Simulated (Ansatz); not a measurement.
MgI₂ in the CdI2 type structure (space group P-3m1, No. 164; layered, stacked along the Cartesian z axis)

```yaml
crystal:
  lattice:
    - [4.12435, 0.00000, 0.00000]
    - [-2.06218, 3.57179, 0.00000]
    - [0.00000, 0.00000, 6.83112]
  atoms:
    - { symbol: Mg, position: [0.00000, 0.00000, 0.00000] }
    - { symbol: I, position: [0.33333, 0.66667, 0.24552] }
    - { symbol: I, position: [0.66667, 0.33333, 0.75448] }
```

Level of theory: PBE-D3(BJ) (Ansatz, a quantum-chemistry and plane-wave program; PAW; 420 eV plane waves; scalar-relativistic without spin-orbit coupling). Settings: 9×9×5 k-points, 0.05 eV Fermi–Dirac smearing.

```yaml
volume_per_atom: 33.54 Å³
density: 4.59 g/cm³
band_gap: 3.52 eV, indirect, Γ → L–M (40 % along)
total_energy: -5651.237 eV/atom (σ→0; compares only within this code and set-up)
```

Spin-orbit coupling, missing from the scalar runs, can matter with I. Whether these cells are dynamically stable was not tested.
